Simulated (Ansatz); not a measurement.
How far PBE and PBEsol part for Al

Take Al in the fcc (Cu type) structure (space group Fm-3m, No. 225; a = 4.040 Å) as the base.

(Cell as relaxed with PBE.)

Levels (all Ansatz, a first-principles code, PAW, earlier PAW set): PBE (420 eV, spin-orbit coupling left out); PBEsol (420 eV, no spin-orbit coupling).

Each level relaxes its own structure.

| quantity | PBE | PBEsol |
|---|---|---|
| volume per atom | 16.48 Å³ | 16.17 Å³ |
| lattice parameter a | 7.634 bohr | 7.585 bohr |
| band gap | zero | zero |

PBE's volume per atom lies 0.316 Å³ above PBEsol's (2.0 %); PBE's lattice parameter a lies 0.049 bohr above PBEsol's (0.6 %); the two agree on the band gap. Neither level is exact; PBEsol is the comparison here, not a measurement.

No phonon test of stability was made.
